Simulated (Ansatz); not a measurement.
The starting structures come from a database of crystals and need not be the phases stable at ambient conditions.

 Where the default PAW files enter, the runs use the earlier of Ansatz's two default sets.

By PBEsol, the system below comes out a metal.

Consider the following.

```
CELL_PARAMETERS angstrom
      4.68976     0.00000     0.00000
      0.00000     5.87784     0.00000
      2.34488    -2.93892     2.99890
ATOMIC_POSITIONS crystal
  Al 0.34139 0.50000 0.31722
  Al 0.65861 0.50000 0.68278
  Al 0.84139 0.81722 0.31722
  Al 0.15861 0.18278 0.68278
  Cu 0.75000 0.00000 0.00000
  Cu 0.25000 0.00000 0.00000
```

Space group of this cell: Ibam. The cell is strained (lengths across the current scaled by 0.98, ions clamped); by PBEsol its mean pressure is 5.9 GPa.

The current flows along the normal of the first two printed cell vectors. No spin-orbit coupling; the value is a mean over 0.1 eV about the Fermi level.

Task: Predict the ballistic conductance per area from PBEsol (Ansatz, an electronic-structure program).

Result: 0.94 × 10¹⁵ S/m² for both spins.
